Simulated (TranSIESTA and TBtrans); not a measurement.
Run with TranSIESTA and TBtrans (open boundaries, self-consistent; PseudoDojo norm-conserving potentials, scalar-relativistic): PAO.BasisSize DZP, PAO.EnergyShift 0.15 eV, XC.Authors PBE, Mesh.Cutoff 200 Ry, ElectronicTemperature 300 K, TS.Voltage 0.0 eV, TBT.Elecs.Eta 0.001 eV, no spin polarisation.

Device: Sn chain with one bond stretched by 2.0 Å. Leads: straight Sn chain, spacing 2.612 Å. Geometry: as built, not relaxed.

Question: Predict: conductance at 300 K (G0 = 2e²/h); thermopower (μV/K); mean T from −0.5 to 0.5 eV.

Answer: conductance at 300 K (G0 = 2e²/h): 0.19; thermopower (μV/K): -2.8; mean T from −0.5 to 0.5 eV: 0.18. The straight chain is held at its spacing; free chains may zigzag or dimerise. No spin-polarised start was tried, so a magnetic state, if there is one, is missed.
